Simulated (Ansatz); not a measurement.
## The (113) surface of germanium, 1 pair of surface atoms bonded, Si on one of 4 surface atoms, Cl on every dangling bond (bottom of the slab: built like the top, H on every dangling bond, free)

These are PBE (plane waves to 420 eV, PAW; Ansatz, an electronic-structure program) values and carry that method's errors.

Set-up: 36 atoms, 14.4 Å thick at the start with caps and adatoms; mesh 4x4x1; 0.025 eV smearing; dipole correction on; 4 atoms held, the rest relaxed; no symmetry held; no spin, no spin-orbit, no U. In PBE it is, or lies within 0.01 eV a 1x1 cell of, the lowest of the 3 structures of its composition computed so far; larger cells were not tried.

| Item | Result |
|---|---|
| gap of the slab on its k-mesh | 0.75 eV |
| highest filled level below the top vacuum level | 6.12 eV |
| energy released by relaxation | 0.90 eV |
| cost | around 26 core-minutes (rough) |
